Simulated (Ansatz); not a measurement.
Base system: P (space group I4_132, No. 214; a = 6.041 Å; a hypothetical phase, not in the database extracts checked; relaxed with 0.1 eV smearing). Axes: x, y, z lie along the cube axes.

All numbers come from DFT with PBEsol, PAW potentials and a 420 eV plane-wave cutoff in Ansatz (a program for electronic structure), without spin-orbit coupling.

A first run, uniaxial strain ε_yy = +1.98 %, gives secant values C11 ≈ 42 GPa and C12 ≈ 36 GPa from its stress. A second run applies isotropic strain +1.33 %.

Question: What does linear elasticity predict for the bulk modulus −ΔP/(ΔV/V₀) in the second run, and what does the run give?

Answer: Linear elasticity: (C11 + 2 C12)/3 = 38 GPa. The run gives 35 GPa; any difference comes from nonlinear terms at these strains and numerical noise.

Whether these cells are dynamically stable was not tested.
